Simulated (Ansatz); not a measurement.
System: SrGaHO2 (model structure, started from the SrVO2H type, P4/mmm, No. 123, 5 atoms in the cell). Method: PBE (PAW; Ansatz, a first-principles code).

Settings: plane-wave cutoff 520 eV, 10×10×10 k mesh, Fermi–Dirac smearing 0.01 eV, scalar-relativistic PAW data made under PBE.

Cell (relaxed at this level):

```
CELL_PARAMETERS angstrom
      3.99307     0.00000     0.00000
      0.00000     3.99307     0.00000
      0.00000     0.00000     3.62686
ATOMIC_POSITIONS crystal
  Sr 0.50000 0.50000 0.50000
  Ga 0.00000 0.00000 0.00000
  O  0.50000 0.00000 0.00000
  O  0.00000 0.50000 0.00000
  H  0.00000 0.00000 0.50000
```

**Question.** What does this level give for the band gap, smallest direct gap on the k points sampled and Γ–Γ gap?

**Answer.** 
band gap: 0.58 eV
smallest direct gap on the k points sampled: 0.76 eV
Γ–Γ gap: 5.43 eV

Note: the relaxation could raise the start's symmetry but not lower it, so the cell can be a saddle point.

Spin–orbit coupling is not included.

The computed numbers hold no vibrational or temperature effects.

Computing time: about 24 core-seconds (a rough figure).

A model structure was made by putting elements into a prototype or built by hand; it is no filed structure, need not be a known phase, and can be a saddle point held by its symmetry.
